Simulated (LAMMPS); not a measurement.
LAMMPS 22 Jul 2025, classical MD, SNAP (Ni_Zuo_JPCA2020.snapcoeff): Ni, 2048 atoms.

```
Item                                                                                                 Value
-----------------------------------------------  ---------------------------------------------------------
task                                                                                               MD, nve
potential                                        SNAP, Ni_Zuo_JPCA2020.snapcoeff Ni_Zuo_JPCA2020.snapparam
copies of the repeat unit                                                                            8×8×8
shape (slab and sphere leave vacuum in the box)                                                       bulk
steps                                                                                                  400
timestep                                                                                              1 fs
thermo                                                                                                  50
newton                                                                                        on (default)
atom_modify sort (bins of 2 Å where set)                                                    1000 (default)
comm_style                                                                                 brick (default)
box                                                                                   28.2 × 28.2 × 28.2 Å
start                                                      generated fcc lattice, warmed in an untimed run
```

All runs start from one configuration, warmed at this fixed volume for 300 steps under a thermostat at 900 K. The run at a skin of 2 Å has a mean temperature of 899 K and a mean pressure of 5.4 GPa.

Single runs; times are not shown.

With neigh_modify every 1 delay 0 check yes, skins of 0.1, 0.3, 0.5, 1, 1.5, 2, 3 Å were run. Further schedules:
- skin 0.3 Å, every 20 delay 0 check no
- skin 1 Å, every 20 delay 0 check no
- skin 2 Å, every 100 delay 0 check no
- skin 0.3 Å, every 1 delay 10 check yes
- skin 2 Å, every 1 delay 10 check yes
- skin 2 Å, every 20 delay 0 check no
- skin 0.3 Å, every 100 delay 0 check no

A schedule rebuilds too seldom if it shows a dangerous build, rebuilds less often than the check at every step does at that skin, or fails.

How often does the distance check rebuild the lists at each skin, and which schedules rebuild too seldom?

With the check at every step the rebuilds are 106 at 0.1 Å, 40 at 0.3 Å, 24 at 0.5 Å, 11 at 1 Å, 7 at 1.5 Å, 0 at 2 Å, 0 at 3 Å. Too seldom: skin 0.3 Å, every 20 delay 0 check no; skin 0.3 Å, every 1 delay 10 check yes; skin 0.3 Å, every 100 delay 0 check no.

| setting | rebuilds | dangerous builds | list entries an atom | change of the total energy (meV/atom) |
|---|---|---|---|---|
| skin 0.1 Å, every 1 delay 0 check yes | 106 | — | 23.0 | under 0.001 |
| skin 0.3 Å, every 1 delay 0 check yes | 40 | — | 34.9 | under 0.001 |
| skin 0.5 Å, every 1 delay 0 check yes | 24 | — | 41.3 | under 0.001 |
| skin 1 Å, every 1 delay 0 check yes | 11 | — | 51.3 | under 0.001 |
| skin 1.5 Å, every 1 delay 0 check yes | 7 | — | 67.4 | under 0.001 |
| skin 2 Å, every 1 delay 0 check yes | 0 | — | 81.9 | under 0.001 |
| skin 3 Å, every 1 delay 0 check yes | 0 | — | 138 | under 0.001 |
| skin 0.3 Å, every 20 delay 0 check no | 20 | not counted | 34.9 | under 0.001 |
| skin 1 Å, every 20 delay 0 check no | 20 | not counted | 51.4 | under 0.001 |
| skin 2 Å, every 100 delay 0 check no | 4 | not counted | 81.9 | under 0.001 |
| skin 0.3 Å, every 1 delay 10 check yes | 39 | 33 | 34.9 | under 0.001 |
| skin 2 Å, every 1 delay 10 check yes | 0 | 0 | 81.9 | under 0.001 |
| skin 2 Å, every 20 delay 0 check no | 20 | not counted | 81.9 | under 0.001 |
| skin 0.3 Å, every 100 delay 0 check no | 4 | not counted | 34.9 | +0.45 |

Where the energy changes as in the checked runs, the late rebuilds cost nothing that shows in this run. List entries are as LAMMPS prints them (Ave neighs/atom).
